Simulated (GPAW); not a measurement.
A self-consistent single point of MgSc3Ru2 (P4/mmm, 6 atoms in the cell) with GPAW.

Method of the run: PBEsol, GPAW PAW datasets PBEsol (made by gpaw-setup) (plane waves; GPAW).

The change in words: lattice scaled by 0.98. Reference geometry:
```
CELL_PARAMETERS angstrom
      3.26799     0.00000     0.00000
      0.00000     3.26799     0.00000
      0.00000     0.00000    10.92427
ATOMIC_POSITIONS crystal
  Mg 0.50000 0.50000 0.50000
  Sc 0.00000 0.00000 0.00000
  Sc 0.00000 0.00000 0.71455
  Sc 0.00000 0.00000 0.28545
  Ru 0.50000 0.50000 0.84736
  Ru 0.50000 0.50000 0.15264
```

Reference input (self-consistent single point, DFT PBEsol, plane waves, GPAW PAW datasets PBEsol (made by gpaw-setup)): mode = pw; ecut = 850 eV; xc = PBEsol; kpts = 7 7 3; mesh shift (steps) = 0 0 0; occupations.name = fermi-dirac; occupations.width = 0.1 eV; nbands = -14; convergence.forces = 0.001 eV/Å; symmetry.symmorphic = false; symmetry.tolerance = 0.0005; maxiter = 120. This run's input differs from it in these lines:

```diff
@@ -5,5 +5,5 @@
 atoms = Atoms(['Mg', 'Sc', 'Sc', 'Sc', 'Ru', 'Ru'],
-              cell=[[3.267991, 0.000000, 0.000000],
-                    [0.000000, 3.267991, 0.000000],
-                    [0.000000, 0.000000, 10.924275]],
+              cell=[[3.202631, 0.000000, 0.000000],
+                    [0.000000, 3.202631, 0.000000],
+                    [0.000000, 0.000000, 10.705790]],
               scaled_positions=[[0.500000, 0.500000, 0.500000],
```

The program printed (abridged):

```
     iter     time        total  log10-change:
                         energy   eigst   dens  force
iter:   1 --:--:--   -42.469055
iter:   2 --:--:--   -41.925637   +0.05  -1.29
iter:   3 --:--:--   -40.616257   -0.20  -1.35
iter:   4 --:--:--   -40.500900   -0.65  -1.59
iter:   5 --:--:--   -40.324417   -1.10  -1.69
iter:   6 --:--:--   -40.306510   -1.87  -1.94
iter:   7 --:--:--   -40.311476c  -1.55  -1.98
iter:   8 --:--:--   -40.320008c  -1.96  -2.21
iter:   9 --:--:--   -40.301819c  -2.68  -2.46
iter:  10 --:--:--   -40.284677c  -2.95  -2.44
iter:  11 --:--:--   -40.279168c  -2.73  -2.68
   [... 4 lines left out ...]
iter:  16 --:--:--   -40.279126c  -4.42  -3.55
iter:  17 --:--:--   -40.279116c  -5.37  -3.75
iter:  18 --:--:--   -40.279165c  -5.01  -3.80
iter:  19 --:--:--   -40.279117c  -5.69  -3.82
iter:  20 --:--:--   -40.279113c  -6.14  -4.03c
iter:  21 --:--:--   -40.279109c  -6.37  -4.16c
iter:  22 --:--:--   -40.279086c  -5.78  -4.25c
iter:  23 --:--:--   -40.279090c  -6.29  -4.74c
iter:  24 --:--:--   -40.279091c  -7.04  -4.81c
iter:  25 --:--:--   -40.279090c  -7.31  -4.96c
iter:  26 --:--:--   -40.279092c  -7.59c -4.99c
iter:  27 --:--:--   -40.279090c  -8.00c -5.08c -4.02c
Converged after 27 iterations.

Dipole moment: (-0.000000, -0.000000, 0.000000) |e|*Ang

Energy contributions relative to reference atoms: (reference = -314094.049705)

Kinetic:         -2.380135
Potential:       +0.473150
External:        +0.000000
XC:             -38.200698
Entropy (-ST):   -0.115940
Local:           -0.113437
SIC:             +0.000000
--------------------------
Free energy:    -40.337061
Extrapolated:   -40.279090

Showing only first 2 kpts
 Kpt  Band  Eigenvalues  Occupancy
  0    35      6.96152    1.99680
  0    36      7.03452    1.99336
  0    37      7.26477    1.93556
  0    38      8.26933    0.00260

  1    35      6.96124    1.99681
  1    36      7.03460    1.99336
  1    37      7.26466    1.93563
  1    38      8.30013    0.00191

Fermi level: 7.60502

No gap
   [... lines left out ...]
  0 Mg    0.00000    0.00000    0.00000
  1 Sc    0.00000    0.00000    0.00000
  2 Sc    0.00000    0.00000   -0.07021
  3 Sc    0.00000    0.00000    0.07021
  4 Ru    0.00000    0.00000    0.06464
  5 Ru    0.00000    0.00000   -0.06464

Stress tensor:
    -0.007346     0.000000     0.000000
     0.000000    -0.007346     0.000000
     0.000000     0.000000    -0.003342
Stress (GPa, Voigt): [-1.177  -1.177  -0.5354  0.      0.      0.    ]
```

The run converged in 27 iterations. GPAW prints stress with tension positive. Against the reference run the free energy drops by 16.5 meV/atom, the pressure goes from -5.28 to 0.96 GPa and the largest force goes from 0.379 to 0.070 eV/Å.

The starting cell comes from a database of computed structures (which also holds hypothetical and non-ambient phases and stackings), without a prior relaxation at this level. Its lattice was rescaled by a random factor within 2.5 % of one. For this run, on top of that: lattice scaled by 0.98. Spin polarisation is off.

Cost on one core of a shared machine: roughly 6 min.
